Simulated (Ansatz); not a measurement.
The structure below was relaxed with r2SCAN+rVV10 (Ansatz, a quantum-chemistry and plane-wave program, PAW, spin-orbit coupling left out), earlier PAW set, at pressure 0.3 GPa.

```
Ba2HfO4
1.0
   -2.07434     2.07434     6.70940
    2.07434    -2.07434     6.70940
    2.07434     2.07434    -6.70940
Ba Hf O
2 1 4
Direct
  0.35222   0.35222   0.00000
  0.64778   0.64778   0.00000
  0.00000   0.00000   0.00000
  0.50000   0.00000   0.50000
  0.00000   0.50000   0.50000
  0.15658   0.15658   0.00000
  0.84342   0.84342   0.00000
```

Find the space group and the Wyckoff positions.

Space group I4/mmm (No. 139); a = 4.1487 Å, b = 4.1487 Å, c = 13.4188 Å, α = 90.00°, β = 90.00°, γ = 90.00°

```tsv
atom	site	symmetry	x	y	z
Ba	4e	4mm	0.0000	0.0000	0.3522
Hf	2a	4/mmm	0.0000	0.0000	0.0000
O	4c	mmm.	0.0000	0.5000	0.0000
O	4e	4mm	0.0000	0.0000	0.1566
```

Describe the coordination.

The crystal has 14 atoms in its conventional cell. Lattice parameters: a = b = 4.1487 Å, c = 13.4188 Å, α = β = γ = 90.00°. Ba is surrounded by 1 O at 2.625 Å and 8 O at 2.870–2.936 Å. Hf is coordinated by 6 O at 2.074–2.101 Å (octahedral). O1 is surrounded by 2 Hf at 2.074 Å and 4 Ba at 2.870 Å (octahedral). O2 sees 1 Hf at 2.101 Å and 1 Ba at 2.625 Å and 4 Ba at 2.936 Å (octahedral). (Neighbours: up to the widest gap in distance over summed covalent radii, below 1.35, at either atom; cation-cation and far metal-metal contacts left out.)

With Hf present, leaving out spin-orbit coupling can change the band edges. Load acts through the strain it causes; cell and atoms are relaxed under it. Stability against distortions was not tested. The cell was made from Ba2HfO4 (space group I4/mmm, No. 139; a cell from a computed database, its experimental status unchecked) by this change: pressure 0.3 GPa.
